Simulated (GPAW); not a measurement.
**GPAW run on Nb3Au (Pm-3n, 8 atoms in the cell): self-consistent single point**

Computed with PBEsol, GPAW PAW datasets PBEsol (made by gpaw-setup) (plane waves; GPAW).

This input was run:

```python
from ase import Atoms
from ase.units import GPa
from gpaw import GPAW

atoms = Atoms(['Nb', 'Nb', 'Nb', 'Nb', 'Nb', 'Nb', 'Au', 'Au'],
              cell=[[5.293420, 0.000000, 0.000000],
                    [0.000000, 5.293420, 0.000000],
                    [0.000000, 0.000000, 5.293420]],
              scaled_positions=[[0.500000, 0.250000, 0.000000],
                                [0.500000, 0.750000, 0.000000],
                                [0.250000, 0.000000, 0.500000],
                                [0.750000, 0.000000, 0.500000],
                                [0.000000, 0.500000, 0.250000],
                                [0.000000, 0.500000, 0.750000],
                                [0.500000, 0.500000, 0.500000],
                                [0.000000, 0.000000, 0.000000]],
              pbc=True)

calc = GPAW(mode={'name': 'pw', 'ecut': 600},
            xc='PBEsol',
            kpts=(5, 5, 5),
            occupations={'name': 'fermi-dirac', 'width': 0.05},
            nbands=-16,
            convergence={'forces': 0.001},
            symmetry={'symmorphic': False, 'tolerance': 0.0005},
            maxiter=100,
            txt='-')

atoms.calc = calc

energy = atoms.get_potential_energy()
print('Energy (eV):', round(energy, 6))
forces = atoms.get_forces()
print('Forces (eV/Ang):')
print(forces.round(5))
stress = atoms.get_stress()
print('Stress (GPa, Voigt):', (stress / GPa).round(4))
```

Output, abridged:

```
Input parameters:
  convergence: {forces: 0.001}
  kpts: [5 5 5]
  maxiter: 100
  mode: {ecut: 600,
         name: pw}
  nbands: -16
  occupations: {name: fermi-dirac,
                width: 0.05}
  symmetry: {symmorphic: False,
             tolerance: 0.0005}
  xc: PBEsol

species:
  Nb:
    name: Niobium
    Z: 41.0
    valence: 13
    core: 28
    charge: 0.0
    file: Nb.PBEsol.gz

    # Using partial waves for Nb as LCAO basis

  Au:
    name: Gold
    Z: 79.0
    valence: 11
    core: 68
    charge: 0.0
    file: Au.PBEsol.gz

    # Using partial waves for Au as LCAO basis

Reference energy: -1656002.983434  # eV

Spin-paired calculation

Convergence criteria:
 Maximum [total energy] change in last 3 cyles: 0.0005 eV / valence electron
 Maximum integral of absolute [dens]ity change: 0.0001 electrons / valence electron
 Maximum integral of absolute [eigenst]ate change: 4e-08 eV^2 / valence electron
 Maximum change in the atomic [forces] across last 2 cycles: 0.001 eV/Ang OR
Maximum error relative to the maximum force is below inf
 Maximum number of scf [iter]ations: 100

Symmetries present (total): 48
Symmetries with fractional translations: 24
125 k-points: 5 x 5 x 5 Monkhorst-Pack grid
10 k-points in the irreducible part of the Brillouin zone
       k-points in crystal coordinates                weights
   0:     0.00000000    0.00000000    0.00000000          1/125
   1:     0.20000000    0.00000000    0.00000000          6/125
   2:     0.20000000    0.20000000    0.00000000         12/125
   [... 7 lines left out ...]

Wave functions: Plane wave expansion
  Cutoff energy: 600.000 eV
  Number of coefficients (min, max): 4920, 4981
  Pulay-stress correction: 0.000000 eV/Ang^3 (de/decut=0.000000)

Occupation numbers: Fermi-Dirac:
  width: 0.0500  # eV

Eigensolver

Densities:
  Coarse grid: 30*30*30 grid
  Fine grid: 60*60*60 grid
  Total Charge: 0.000000

Density mixing:
  Method: separate
  Backend: pulay
  Linear mixing parameter: 0.05
  old densities: 5
  Damping of long wavelength oscillations: 50

Hamiltonian:
  XC and Coulomb potentials evaluated on a 60*60*60 grid
  External potential:
    NoExternalPotential

XC parameters: PBEsol with 2 nearest neighbor stencil

Number of atoms: 8
Number of atomic orbitals: 96
Number of bands in calculation: 66
Number of valence electrons: 100
Bands to converge: occupied

Density initialized from atomic densities
  66 bands from LCAO basis set

Atomic positions and initial magnetic moments

Positions:
   0 Nb     2.646710    1.323355    0.000000    ( 0.0000,  0.0000,  0.0000)
   1 Nb     2.646710    3.970065    0.000000    ( 0.0000,  0.0000,  0.0000)
   2 Nb     1.323355    0.000000    2.646710    ( 0.0000,  0.0000,  0.0000)
   3 Nb     3.970065    0.000000    2.646710    ( 0.0000,  0.0000,  0.0000)
   4 Nb     0.000000    2.646710    1.323355    ( 0.0000,  0.0000,  0.0000)
   5 Nb     0.000000    2.646710    3.970065    ( 0.0000,  0.0000,  0.0000)
   6 Au     2.646710    2.646710    2.646710    ( 0.0000,  0.0000,  0.0000)
   7 Au     0.000000    0.000000    0.000000    ( 0.0000,  0.0000,  0.0000)

Unit cell:
           periodic     x           y           z      points  spacing
  1. axis:    yes    5.293420    0.000000    0.000000    30     0.1764
  2. axis:    yes    0.000000    5.293420    0.000000    30     0.1764
  3. axis:    yes    0.000000    0.000000    5.293420    30     0.1764

  Lengths:   5.293420   5.293420   5.293420
  Angles:   90.000000  90.000000  90.000000

Effective grid spacing dv^(1/3) = 0.1764

     iter     time        total  log10-change:
                         energy   eigst   dens  force
iter:   1 --:--:--   -82.047382
iter:   2 --:--:--   -80.410355   -1.17  -1.09
iter:   3 --:--:--   -76.060628   -0.51  -1.11
iter:   4 --:--:--   -75.661615   -1.47  -1.45
iter:   5 --:--:--   -75.166808   -0.72  -1.63
iter:   6 --:--:--   -74.973003   -2.14  -2.03
iter:   7 --:--:--   -74.879135   -1.45  -2.01
iter:   8 --:--:--   -74.762485   -2.28  -2.06
iter:   9 --:--:--   -74.794125   -2.46  -2.57
iter:  10 --:--:--   -74.757244c  -2.59  -2.34
iter:  11 --:--:--   -74.756574c  -4.07  -3.07
iter:  12 --:--:--   -74.756088c  -4.84  -3.38
iter:  13 --:--:--   -74.756248c  -3.92  -3.49
iter:  14 --:--:--   -74.755744c  -4.47  -3.11
iter:  15 --:--:--   -74.756059c  -4.49  -3.60
iter:  16 --:--:--   -74.755705c  -4.45  -3.46
iter:  17 --:--:--   -74.755692c  -5.67  -3.65
iter:  18 --:--:--   -74.755675c  -7.29  -4.01c
iter:  19 --:--:--   -74.755647c  -6.24  -4.06c
iter:  20 --:--:--   -74.755654c  -7.04  -4.31c
iter:  21 --:--:--   -74.755655c  -7.69c -4.37c
iter:  22 --:--:--   -74.755652c  -7.82c -4.51c -16.14c

Converged after 22 iterations.

Dipole moment: (0.000000, -0.000000, -0.000000) |e|*Ang

Energy contributions relative to reference atoms: (reference = -1656002.983434)

Kinetic:        -90.437034
Potential:      +49.769778
External:        +0.000000
XC:             -34.186902
Entropy (-ST):   -0.139252
Local:           +0.168131
SIC:             +0.000000
--------------------------
Free energy:    -74.825278
Extrapolated:   -74.755652

Showing only first 2 kpts
 Kpt  Band  Eigenvalues  Occupancy
  0    48      9.54035    2.00000
  0    49     10.77295    0.50150
  0    50     10.77295    0.50150
  0    51     10.90764    0.04426

  1    48      9.55024    2.00000
  1    49     10.77117    0.51504
  1    50     10.84718    0.14098
  1    51     10.92187    0.03349

Fermi level: 10.71822

No gap
No difference between direct/indirect transitions
Energy (eV): -74.755652

Forces in eV/Ang:
  0 Nb    0.00000   -0.00000    0.00000
  1 Nb    0.00000   -0.00000    0.00000
  2 Nb    0.00000    0.00000    0.00000
  3 Nb    0.00000    0.00000    0.00000
  4 Nb    0.00000    0.00000    0.00000
  5 Nb    0.00000    0.00000    0.00000
  6 Au   -0.00000   -0.00000   -0.00000
  7 Au    0.00000    0.00000    0.00000

Stress tensor:
     0.071996     0.000000     0.000000
     0.000000     0.071996     0.000000
     0.000000     0.000000     0.071996
Stress (GPa, Voigt): [11.5351 11.5351 11.5351  0.      0.      0.    ]
```

The run converged in 22 iterations. GPAW prints stress with tension positive.

The starting cell comes from a database of computed structures (which also holds hypothetical and non-ambient phases and stackings), without a prior relaxation at this level. Its lattice was rescaled by a random factor within 2.5 % of one. Spin-orbit coupling is off. Spin polarisation is off. With a pressure of about -12 GPa the cell is away from its equilibrium volume at this level.

Cost on one core of a shared machine: roughly 3 min.
